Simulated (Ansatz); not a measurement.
Consider this model of amorphous Hf$_{17}$O$_{36}$La.

```
CELL_PARAMETERS angstrom
      8.57062    -0.26941     0.04524
     -0.26941     8.90146    -0.65035
      0.04524    -0.65035     9.34340
ATOMIC_POSITIONS crystal
  Hf 0.25698 0.24001 0.37718
  Hf 0.25423 0.36982 0.73614
  Hf 0.43104 0.63395 0.46354
  Hf 0.31771 0.74373 0.85950
  Hf 0.75267 0.83369 0.99831
  Hf 0.82874 0.72075 0.32762
  Hf 0.61378 0.34644 0.28285
  Hf 0.91371 0.10213 0.24219
  Hf 0.82407 0.21128 0.57253
  Hf 0.43691 0.93615 0.21836
  Hf 0.12682 0.95845 0.53868
  Hf 0.04899 0.58152 0.55215
  Hf 0.44489 0.54743 0.09930
  Hf 0.73936 0.88589 0.66280
  Hf 0.65497 0.51120 0.72468
  Hf 0.66686 0.23534 0.93532
  Hf 0.15256 0.07147 0.96122
  O  0.94972 0.92489 0.35279
  O  0.95148 0.98790 0.02405
  O  0.77280 0.71541 0.79316
  O  0.41732 0.72967 0.27594
  O  0.13295 0.19800 0.17860
  O  0.46565 0.16425 0.29527
  O  0.80072 0.26010 0.11660
  O  0.49733 0.31254 0.06119
  O  0.75939 0.22219 0.37306
  O  0.88548 0.71060 0.10921
  O  0.63483 0.04693 0.56814
  O  0.68405 0.95210 0.19209
  O  0.13394 0.27563 0.88986
  O  0.92886 0.04978 0.66613
  O  0.47750 0.70104 0.69591
  O  0.52574 0.73498 0.00179
  O  0.37605 0.44429 0.29154
  O  0.15026 0.58222 0.76451
  O  0.76826 0.44281 0.91080
  O  0.87583 0.44169 0.62705
  O  0.19759 0.91762 0.78361
  O  0.02952 0.19501 0.44030
  O  0.67833 0.00101 0.87061
  O  0.65833 0.55750 0.22504
  O  0.93058 0.77136 0.55856
  O  0.24072 0.60798 0.02990
  O  0.58266 0.45946 0.50618
  O  0.97028 0.54883 0.33827
  O  0.32085 0.94687 0.03420
  O  0.22788 0.74642 0.51642
  O  0.24147 0.44170 0.52796
  O  0.64756 0.26207 0.72033
  O  0.25603 0.99100 0.36017
  O  0.26351 0.17007 0.60514
  O  0.64460 0.76665 0.47243
  O  0.44568 0.46089 0.83585
  La 0.99565 0.47776 0.06373
```

Methods: PBE, scalar-relativistic without spin-orbit coupling (Ansatz, an electronic-structure program); r2SCAN, scalar-relativistic without spin-orbit coupling (Ansatz); HSE06, scalar-relativistic without spin-orbit coupling (Ansatz). Neutral PBE cell, which sets geometry, pressure and energy: sampling: a 2×2×2 Γ-centred mesh; Fermi-Dirac width 0.02 eV; collinear spin, started from a total moment of 1 μB. The usual formal charges leave 1 holes over, so the level spacing at the Fermi energy parts defect or band states and needn't be the band gap. In the spin-polarised cell the level spacing at the Fermi energy can part levels of unlike spin. Exact exchange is cut at the faces of this 9 Å cell, which leaves hybrid gaps a finite-size error.

The cell was made by melting and quenching with the CHGNet potential and then relaxed with DFT. O atoms were pushed apart under 1.9 Å during the dynamics, to hinder bonds among them. The hot cell started wider than the set density and was brought back towards it in steps. It is the lowest in DFT energy of 2 quenches. It is a model cell: composition and starting density were chosen by hand, and all elements were melted together. No dispersion term was used. Its density started from a set value of 8.79 and ended at 8.79 g/cm³. The quench (nominally 450 K/ps over its main leg) was far faster than any real one, so the model tends to hold more defects than a real film. A cell of this size samples the disorder only roughly. The volume was held where the preparation left it and the shape relaxed. Cycles of charging lowered its energy after that relaxation.

Give the pressure, the energy against reference phases and the spacing of the highest filled and lowest empty levels.


- Pressure on a 2×2×2 Γ-centred mesh = 0.96 GPa
- Largest force and stress component on that mesh (the relaxation ran on the zone centre alone) = 0.11 eV/Å and 1.9 GPa
- Energy relative to HfO2 (P2_1/c) + hexagonal La2O3 + O2 gas (lowest mix at this level among the phases computed, not always the ambient ones) = 0.166 eV/atom
- Level spacing at the Fermi energy on a 2×2×2 Γ-centred mesh (PBE) = 0.98 eV
- Level spacing at the Fermi energy at the zone centre (PBE) = 1.05 eV
- Level spacing at the Fermi energy at the zone centre (r2SCAN) = 1.65 eV
- Level spacing at the Fermi energy at the zone centre (HSE06) = 2.81 eV
- Distance between the nearest levels spread over more than a fifth of the atoms or a third of the atoms of their main element (six at least) (PBE, zone centre) = 4.21 eV
- Net moment = 1.00 μB

At PBE and the zone centre, how localised are the states just below and above the Fermi level (participation number: the atoms over which a state spreads)?

The highest filled state is spread over 5.7 atoms' worth, largest on O49, with weights by element (charge in smoothed Voronoi cells) O 0.95, Hf 0.04, La 0.01. The lowest empty state is spread over 3.4 atoms' worth, largest on O28, with weights by element (charge in smoothed Voronoi cells) O 0.93, Hf 0.06, La 0.01.

At PBE the levels at both edges of the gap are localised (band-tail or defect states), and the nearest spread-out levels lie 4.2 eV apart at the zone centre.

Cut-offs for bonds: Hf-Hf 3.34 Å, Hf-O 2.80 Å, Hf-La 3.65 Å, O-O 1.58 Å, O-La 3.00 Å, La-La 3.96 Å. Two cations that share two anions don't count as bonded, nor two that share one unless they lie closer than Hf-Hf 3.25 Å, Hf-La 3.55 Å, La-La 3.85 Å.

Added carriers, by PBE, scalar-relativistic without spin-orbit coupling (Ansatz) on the zone centre alone. Charged cells keep the cell fixed and stand in a uniform background, with no image correction, at a width of 0.01 eV; where the count is odd the moment is locked at 1 μB, unless the neutral cell bore moments. Each starts from the undistorted neutral geometry alone. PBE's self-interaction favours spread-out carriers, so it can miss traps that a hybrid finds.

What happens at PBE when the cell takes an extra electron and the atoms relax?

Relaxation lowers the charged cell by 0.98 eV. The largest moves are O28 0.33 Å, O52 0.27 Å, O44 0.15 Å, O26 0.15 Å. No bond crosses its cut-off with a change of over 0.15 Å (metal-metal contacts aside). Made neutral again at that geometry, the cell lies +0.50 eV from the neutral start.

What happens at PBE when the cell takes a hole and the atoms relax?

Relaxation lowers the charged cell by 1.31 eV. The largest moves are O28 0.43 Å, O49 0.36 Å, O36 0.22 Å, O52 0.20 Å. Bonds broken: Hf4-O53. Bonds formed: O28-O49. Made neutral again at that geometry, the cell lies +2.82 eV from the neutral start.

Ahead of the cycles of charging, a PBE run started with 1 μB on atoms that lack a bond or may hold spare charge kept moments, at no lower energy.
